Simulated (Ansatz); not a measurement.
Given:

```
Pd
1.0
   -0.01066     1.92929     1.94708
    1.95520    -0.05963     1.99606
    1.87963     1.90270     0.01593
Pd
1
Direct
  0.00000   0.00000   0.00000
```

No spin polarisation.

Method: r2SCAN, PAW, 500 eV (Ansatz, a program for electronic structure; spin-orbit coupling left out). Γ-centred 29×29×29 mesh, Fermi–Dirac width 0.1 eV.

Q: Predict the band gap, pressure and space group.

A: The band gap is zero and the pressure (mean of the normal stresses, compression positive) comes out as 4.1 GPa. The space group is P-1 (No. 2).

The cells carry an imposed strain or load. Stability against distortions was not tested. All final runs are without spin polarisation. The cell was made from Pd in the fcc (Cu type) structure (space group Fm-3m, No. 225) by this change: strain tensor (xx, yy, zz, yz, xz, xy) = (−1.66, −0.48, +0.43, −0.85, +1.66, −2.21) %. Pd has a high density of states at the Fermi level and may be magnetic at this level.
